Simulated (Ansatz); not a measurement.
The parent structure is TiSi2 (space group Fddd, No. 70; a = 4.780 Å, b = 8.232 Å, c = 8.522 Å). Axes: x, y, z lie along a, b, c of the conventional cell.

All numbers come from r2SCAN in Ansatz (plane waves to 500 eV, PAW, no spin-orbit coupling), earlier PAW set.

Before the change:

The pressure comes out as 0.0 GPa and the shortest interatomic distance is 2.520 Å. The band gap is zero.

Modification: the cell is stretched by 1.07 % along z with no lateral relaxation; the atoms relax in the strained cell.

Q: How does this affect the energy relative to the base?

A: The energy grows by 2.0 meV/atom.

Q: What does the calculation give for the pressure after the change?

A: The pressure (mean of the normal stresses, compression positive) goes from zero to -1.8 GPa.

Q: What happens to the shortest interatomic distance?

A: The shortest interatomic distance goes up by 0.017 Å to 2.537 Å.

Q: Estimate the effect on the band gap.

A: The band gap remains zero.

Without a gap, meshes like the base's 13×13×13 leave anisotropic stresses uncertain by several tenths of a GPa, and small strain energies with them. Whether these cells are dynamically stable was not tested. All final runs are without spin polarisation.

Ansatz is a quantum-chemistry and plane-wave program.
